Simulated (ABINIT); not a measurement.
Troubleshooting ABINIT: a failed run on AlPd3 (Pm-3m, 4 atoms in the cell). The aim is a self-consistent single point with DFT, LDA (PW92), plane waves, PAW (JTH v2.0 LDA PAW).

Cell that was meant: a = 3.8747 Å, b = 3.8747 Å, c = 3.8747 Å, α = 90.00°, β = 90.00°, γ = 90.00°.

Part of the input:

```
         7.3221029178    0.0000000000    0.0000000000
         0.0000000000    7.3221029178    0.0000000000
         0.0000000000    0.0000000000    7.3221029178
natom 5
ntypat 2
znucl 13 46
typat 1 2 2 2
```

Output, abridged:

```
 Netcdf library supports MPI-IO
-instrng: 32 lines of input have been read from file run.abi

 For atom type 1, psp file is ./Al.LDA_PW-JTH.xml
 For atom type 2, psp file is ./Pd.LDA_PW-JTH.xml

 inpspheads: deduce mpsang = 3, n1xccc = 1.

=======================================================
 invars1m : enter jdtset= 0

--- !WARNING
src_file: m_parser.F90
src_line: 353
message: |
    Attempted to read ndig: 4 integer digits
    from string(1:ndig)= `XRED` to initialize an integer variable
    iomsg: Bad integer for item 1 in list input
...

--- !ERROR
src_file: m_parser.F90
src_line: 2071
mpi_rank: 0
message: |
    An error occurred reading data for keyword ` TYPAT`,
    looking for 5 elements.
    There is a problem with the input string:
     XRED 0.0000000000 0.0000000000 0.0000000000 0.0000000000 0.5000000000 0.5000000000 0.5000000000 0.0000000000 0.5000000000 0.5000000000 0.5000000000 0.0000000000 ECUT 653 EV PAWECUTDG 1306 EV OCCOPT 6 TSMEAR 0.1 EV NBAND 37 KPTOPT 1 NGKPT 5 5 5 [...]
    Maybe a disagreement between the declared dimension of the array,
    and the number of items provided.
    Action: correct your input file and especially the keyword:  TYPAT
...

 abinit_abort: decision taken to exit. Check above messages for more info
Abort(13) on node 0 (rank 0 in comm 0): application called MPI_Abort(MPI_COMM_WORLD, 13) - process 0

--- !ERROR
src_file: m_parser.F90
src_line: 2071
mpi_rank: 0
message: |
    An error occurred reading data for keyword ` TYPAT`,
    looking for 5 elements.
    There is a problem with the input string:
     XRED 0.0000000000 0.0000000000 0.0000000000 0.0000000000 0.5000000000 0.5000000000 0.5000000000 0.0000000000 0.5000000000 0.5000000000 0.5000000000 0.0000000000 ECUT 653 EV PAWECUTDG 1306 EV OCCOPT 6 TSMEAR 0.1 EV NBAND 37 KPTOPT 1 NGKPT 5 5 5 [...]
    Maybe a disagreement between the declared dimension of the array,
    and the number of items provided.
    Action: correct your input file and especially the keyword:  TYPAT
...
```

Read the log: what does the program object to, and what is the fix?

The fault is an atom count that does not match the list of atoms; here the program stops on it instead of giving results. To fix it, make the count match the list. The program stopped before any SCF iteration.

An input that runs soundly differs in these lines (not the only fix; some lines may just follow from the change or write a value another way):
```diff
-natom 5
+natom 4
```

With that input, the run converged in 25 iterations: free energy E − TS -10597.62 eV; Fermi level (on the code's own zero) 11.29 eV; pressure -8.99 GPa (DFT, LDA (PW92), plane waves, PAW (JTH v2.0 LDA PAW)).

On the sound input: the starting cell comes from a database of computed structures (which also holds hypothetical and non-ambient phases and stackings), without a prior relaxation at this level. Spin polarisation is off. With a pressure of about -9 GPa the cell is away from its equilibrium volume at this level.

These are the values that this program gave, and no reference: the one-centre exchange-correlation terms come from a truncated expansion.
